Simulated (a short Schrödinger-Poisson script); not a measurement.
System: MOS inversion layer, SiO2 on p-type Si(100), at 400 K.

```tsv
layer	material	thickness (nm)	Na (cm⁻³)
1	SiO2	3.2	-
2	Si	300	2.1e18
```

The device is made up for the run: typed textbook-type constants, with dimensions and the other settings drawn at random. SiO2: permittivity 3.9, conduction-band edge (eV) 3.15, gap (eV) 9, electron mass (mₑ) 0.5. Si: permittivity 11.7, conduction-band edge (eV) 0, gap (eV) 1.124, Nv at 300 K (cm⁻³) 3.1e19.

Channel valleys (confinement mass, in-plane density-of-states mass, number): Δ2 0.916, 0.19, 2; Δ4 0.19, 0.417, 4. At the gate the conduction-band edge of layer 1 lies 3.17 eV − eVg above the Fermi level of the channel; the field vanishes at the back. Gaps are held at their typed values at every temperature. Mesh 0.03 nm at interfaces.

Solved with a short Schrödinger-Poisson script written for these runs: 1D Poisson equation in equilibrium, electrons classical, Boltzmann, parabolic valleys, classical holes, full ionisation, no traps, pinning or gate leakage.

The same stack at other levels of the model or other numerical settings:

| run | sheet density of all electrons at Vg = 3 V (cm⁻²) | sheet density of all electrons at Vg = 1.2 V (cm⁻²) | capacitance at Vg = 3 V (μF/cm²) | centroid of the channel electrons at Vg = 3 V (nm) | rough cost against the base |
|---|---|---|---|---|---|
| base | 1.41e13 | 2.62e12 | 1.05 | 0.29 | about 1 |
| electrons treated as classical, Fermi-Dirac | 1.36e13 | 2.55e12 | 1.02 | 0.44 | 5 |
| electrons treated as quantum, Hartree | 1.24e13 | 1.77e12 | 0.983 | 1.10 | 30 |
| mesh six times as coarse | 1.39e13 | 2.55e12 | 1.04 | 0.38 | 0.7 |

The classical rows ignore confinement, and Boltzmann statistics overrate the density once the band edge passes the Fermi level.
